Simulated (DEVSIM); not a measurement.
Structure: illuminated Si n-on-p cell, one wavelength, at 300 K.

Layer 1 from the left is Si, thickness (μm) 0.140, Nd (cm⁻³) 4e18, τn (s) 9e-7, τp (s) 1.5e-6, absorption coefficient (cm⁻¹) 81000. Layer 2 from the left is Si, thickness (μm) 62.0, Na (cm⁻³) 1.5e16, τn (s) 1.7e-6, τp (s) 1.7e-6, absorption coefficient (cm⁻¹) 81000.

Left contact: ohmic, minority hole recombination velocity 40 cm/s. Right contact: ohmic, minority electron recombination velocity 300 cm/s. Voltage is applied to the left contact. Recombination: SRH at mid-gap, radiative, Auger. Light enters at the left, 5.7e16 photons cm⁻² s⁻¹, one pass, no reflection. Mobility is μmin + (μ − μmin)/(1 + (N/Nref)^α).

Constants are typed, rounded textbook-type inputs, not results; the design itself was drawn at random and stands for no fabricated device. Values at 300 K.

Si: gap (eV) 1.124, affinity (eV) 4.05, permittivity 11.7, Nc (cm⁻³) 2.86e19, Nv (cm⁻³) 3.1e19, μn (cm²/Vs) 1417, μp (cm²/Vs) 470, μn,min 52, μp,min 45, Nref,n 9.7e16, Nref,p 2.2e17, αn 0.68, αp 0.72, B (cm³/s) 4.7e-15, Cn (cm⁶/s) 2.8e-31, Cp (cm⁶/s) 9.9e-32.

Model (solved in DEVSIM): 1D drift-diffusion, Boltzmann statistics, complete ionisation; no tunnelling, impact ionisation, image-force lowering or self-heating.

### Question
What does the simulation give for the fill factor, the largest field in the device at zero bias, the short-circuit current?

### Answer
fill factor 0.82; largest field in the device at zero bias 120000 V/cm; short-circuit current 9.09 mA/cm².
